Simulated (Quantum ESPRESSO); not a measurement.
Quantum ESPRESSO 7.5, DFT, PBE, plane waves, SSSP 1.1.2 efficiency PBE: bcc W, atoms displaced, 4 atoms. Basis and mesh were picked for this test and aren't claimed converged.

```yaml
cell: 6.33, 3.17, 3.17 Å; 90, 90, 90°
distance_to_the_nearest_atom: 2.69 to 2.72 Å
task: scf
k mesh: 3×6×6
ecutwfc: 45 Ry
ecutrho: 360 Ry
occupations: smearing
smearing: mv
degauss: 0.02 Ry
conv_thr: 4e-09 Ry
tprnfor: true
tstress: false
k-point pools (-nk): 8
diagonalization: david (default)
k-points computed: 56
bands: 34
electrons: 56
G-vectors of the density: 49449
FFT grid: 75×40×40
```

Settings of this run: mixing_mode = plain, mixing_beta = 0.7, mixing_ndim = 2; 8 ranks.

```tsv
SCF iteration	band solver's avg # of iterations (first pass)	estimated scf accuracy (Ry)
1	2.0	0.21179049
2	2.0	0.02119097
3	7.8	0.31277365
4	8.0	0.00123211
5	6.6	0.00017443
6	6.4	0.00171385
7	6.1	0.00001484
8	3.9	0.00005441
9	4.8	0.00013063
10	4.4	0.00002597
11	5.0	0.00027472
12	4.8	0.00004145
13	4.2	0.00007018
14	5.6	0.00042067
…	…	…
51	7.5	0.00332947
52	13.2	0.01871866
53	9.9	0.00142346
54	12.2	0.01365304
55	13.6	0.02098857
56	12.1	0.00179702
57	10.0	0.01024797
58	10.0	0.00730078
…	…	…
93	14.1	0.09608764
94	11.8	0.01164969
95	15.1	0.20917343
96	13.3	0.03109947
97	12.3	0.04242486
98	14.8	0.11442955
99	11.9	0.02244067
100	13.8	0.25749463
```

It was not converged after the 100 iterations allowed.

**Question.** What should be changed so that self-consistency is reached?

**Answer.** This is not unique; one that fits is mixing_ndim = 8 (default) (11 SCF iterations) or mixing_ndim = 4 (11 SCF iterations) or mixing_ndim = 16 (11 SCF iterations), all else kept. With more settings changed, the fewest of all runs of this system: mixing_mode = TF, mixing_beta = 1, mixing_ndim = 8 (default) (8). Counts are of single runs.
